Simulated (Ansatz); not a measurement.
## Response to strain in Mo

Take Mo in the bcc (W type) structure (space group Im-3m, No. 229; relaxed with 0.1 eV smearing) as the base.

```xyz
1
Lattice="-1.5558 1.5558 1.5558 1.5558 -1.5558 1.5558 1.5558 1.5558 -1.5558" Properties=species:S:1:pos:R:3 pbc="T T T"
Mo     0.0000     0.0000     0.0000
```

Cartesian axes are those of the cell as printed.

Strains are applied to the cell and any free atomic positions relax; under biaxial strain the out-of-plane vector relaxes too.

Level of theory: LDA in Ansatz (plane waves to 420 eV, PAW, no spin-orbit coupling).

Candidates:
(a) biaxial strain −1.00 %, plane normal [001], relaxed out of plane
(b) biaxial strain +1.00 %, plane normal [001], relaxed out of plane
(c) biaxial strain −2.50 %, plane normal [001], relaxed out of plane
(d) biaxial strain +3.00 %, plane normal [001], relaxed out of plane
(e) biaxial strain −0.50 %, plane normal [001], relaxed out of plane

Task: Order them by out-of-plane strain, highest first.

Result: (c) biaxial strain −2.50 %, plane normal [001], relaxed out of plane (+1.94 %), (a) biaxial strain −1.00 %, plane normal [001], relaxed out of plane (+0.73 %), (e) biaxial strain −0.50 %, plane normal [001], relaxed out of plane (+0.36 %), (b) biaxial strain +1.00 %, plane normal [001], relaxed out of plane (-0.68 %), (d) biaxial strain +3.00 %, plane normal [001], relaxed out of plane (-2.01 %)

Whether these cells are dynamically stable was not tested. All final runs are without spin polarisation.

Ansatz is a quantum-chemistry and plane-wave program.
